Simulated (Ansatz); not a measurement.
A self-consistent single point of a (001) slab of Al3Ni2 (cut from a parent of space group no. 164; 10 atoms in the cell) with Ansatz (a quantum-chemistry and plane-wave program).

Method: LDA (PW92), default PAW files made with PBE (plane waves; Ansatz).

The change in words: vacuum of 3 angstrom (first run: 14 Å). Reference geometry:
```yaml
crystal:
  lattice:
    - [4.00618, 0.00000, 0.00000]
    - [-2.00309, 3.46946, 0.00000]
    - [0.00000, 0.00000, 22.34119]
  atoms:
    - { symbol: Al, position: [0.00000, 0.00000, 0.39044] }
    - { symbol: Al, position: [0.33333, 0.66667, 0.31332] }
    - { symbol: Al, position: [0.66667, 0.33333, 0.46755] }
    - { symbol: Ni, position: [0.33333, 0.66667, 0.42256] }
    - { symbol: Ni, position: [0.66667, 0.33333, 0.35832] }
    - { symbol: Al, position: [0.00000, 0.00000, 0.60956] }
    - { symbol: Al, position: [0.33333, 0.66667, 0.53245] }
    - { symbol: Al, position: [0.66667, 0.33333, 0.68668] }
    - { symbol: Ni, position: [0.33333, 0.66667, 0.64168] }
    - { symbol: Ni, position: [0.66667, 0.33333, 0.57744] }
```

Reference input (self-consistent single point, DFT, LDA (PW92), plane waves, default PAW files made with PBE): basis.ecutwfc = 420 eV; kpoints.mp_grid.grid = 9 9 1; hamiltonian.xc = lda; hamiltonian.pseudopotentials = {kind: paw} (the program's default PAW files); scf.occupations.method = fermi_dirac; scf.occupations.width = 0.1 eV. This run's input differs from it in these lines:

Ansatz 0.2 input:
```diff
@@ -4,14 +4,14 @@
     - [-2.00309100, 3.46945600, 0.00000000]
-    - [0.00000000, 0.00000000, 22.34119400]
+    - [0.00000000, 0.00000000, 11.34117400]
   atoms:
-    - { symbol: Al, position_ang: [0.00000000, 0.00000000, 8.72289579] }
-    - { symbol: Al, position_ang: [-0.00000167, 2.31297182, 7.00000993] }
-    - { symbol: Al, position_ang: [2.00309367, 1.15648418, 10.44569228] }
-    - { symbol: Ni, position_ang: [-0.00000167, 2.31297182, 9.44040557] }
-    - { symbol: Ni, position_ang: [2.00309367, 1.15648418, 8.00529663] }
-    - { symbol: Al, position_ang: [0.00000000, 0.00000000, 13.61838758] }
-    - { symbol: Al, position_ang: [-0.00000167, 2.31297182, 11.89550172] }
-    - { symbol: Al, position_ang: [2.00309367, 1.15648418, 15.34118407] }
-    - { symbol: Ni, position_ang: [-0.00000167, 2.31297182, 14.33589737] }
-    - { symbol: Ni, position_ang: [2.00309367, 1.15648418, 12.90078843] }
+    - { symbol: Al, position_ang: [0.00000000, 0.00000000, 3.22288946] }
+    - { symbol: Al, position_ang: [-0.00000167, 2.31297182, 1.49999501] }
+    - { symbol: Al, position_ang: [2.00309367, 1.15648418, 4.94568184] }
+    - { symbol: Ni, position_ang: [-0.00000167, 2.31297182, 3.94040018] }
+    - { symbol: Ni, position_ang: [2.00309367, 1.15648418, 2.50528802] }
+    - { symbol: Al, position_ang: [0.00000000, 0.00000000, 8.11837527] }
+    - { symbol: Al, position_ang: [-0.00000167, 2.31297182, 6.39549216] }
+    - { symbol: Al, position_ang: [2.00309367, 1.15648418, 9.84117899] }
+    - { symbol: Ni, position_ang: [-0.00000167, 2.31297182, 8.83588598] }
+    - { symbol: Ni, position_ang: [2.00309367, 1.15648418, 7.40077382] }
 basis:
```

The program printed (abridged):

```
SCF iter   1: F=—  HF=-26175.026454 eV  |F-HF|=—  |Δ(HF+E_count)|=         —  Δρ=1.10e-2  dr2=1.60e-1  ethr=1.77e-3  ⟨swp⟩=8.2  Hψ=2847  notcnv=0  defer=5
all-band conjugate gradients solve this SCF's bands
preconditioner: auto → LDOS
SCF iter   2: F=—  HF=-26175.100732 eV  |F-HF|=—  |Δ(HF+E_count)|=   7.43e-2  Δρ=2.78e-2  dr2=8.00e-1  ethr=1.78e-4  ⟨swp⟩=2.8  Hψ=1450  notcnv=0  defer=15  recentre
   [... lines left out ...]
SCF iter   5: F=—  HF=-26174.999167 eV  |F-HF|=—  |Δ(HF+E_count)|=   3.94e-5  Δρ=7.51e-4  dr2=5.85e-4  ethr=6.12e-7  ⟨swp⟩=2.0  Hψ=918  notcnv=0  defer=15
SCF iter   6: F=—  HF=-26174.999102 eV  |F-HF|=—  |Δ(HF+E_count)|=   6.48e-5  Δρ=2.45e-4  dr2=6.81e-5  ethr=6.12e-7  ⟨swp⟩=2.0  Hψ=784  notcnv=0  defer=15
SCF iter   7: F=—  HF=-26174.999097 eV  |F-HF|=—  |Δ(HF+E_count)|=   4.66e-6  Δρ=3.42e-5  dr2=1.37e-6  ethr=7.57e-8  ⟨swp⟩=2.1  Hψ=827  notcnv=0  defer=15
SCF iter   8: F=-26174.999097 eV  HF=-26174.999097 eV  |F-HF|=7.22e-8  |Δ(HF+E_count)|=   2.07e-8  Δρ=8.53e-6  dr2=8.46e-8  ethr=1.11e-10  ⟨swp⟩=10.8  Hψ=3391  notcnv=0
SCF 1 converged in 8 iterations: F = -26174.999097 eV  dr2 = 8.46e-8
Free energy (F): -26174.999097 eV
Internal energy: -26174.907071 eV  (E = F + TS)
E sigma→0 (E₀):  -26174.953084 eV
Entropy (-TS):   -0.092026 eV (-9.203 meV/atom)
Fermi energy:    9.098147 eV
--- Forces (eV/Å), atoms counted from 1 ---
  atom   1  Al     0.00000000    -0.00000000    -0.16678202
  atom   2  Al    -0.00000000     0.00000000    -0.08210675
  atom   3  Al    -0.00000000     0.00000000    -0.28900769
  atom   4  Ni    -0.00000000     0.00000000     0.01276444
  atom   5  Ni     0.00000000    -0.00000000     0.01515137
  atom   6  Al    -0.00000000     0.00000000     0.16678202
  atom   7  Al     0.00000000    -0.00000000     0.28900769
  atom   8  Al     0.00000000    -0.00000000     0.08210675
  atom   9  Ni    -0.00000000     0.00000000    -0.01515137
  atom  10  Ni     0.00000000    -0.00000000    -0.01276444
--- Stress (GPa, compression-positive) ---
       -6.891297       0.000000       0.000000
       -0.000000      -6.891297       0.000000
        0.000000       0.000000     -11.154138
  P = ⅓ Tr σ = -8.3122 GPa (-83.122 kbar)
  The stress holds the Pulay correction. Without it, at fixed plane waves, as pw.x and ABINIT print it: P = -8.3812 GPa
```

The run converged in 8 iterations. Against the reference run the free energy goes down by 108 meV/atom and the largest force goes from 0.871 to 0.289 eV/Å.

The starting cell comes from a database of computed structures (which also holds hypothetical and non-ambient phases and stackings), without a prior relaxation at this level. The slab is cut from that crystal, and its faces are unrelaxed. Its lattice was rescaled by up to half a per cent. Spin polarisation is off.
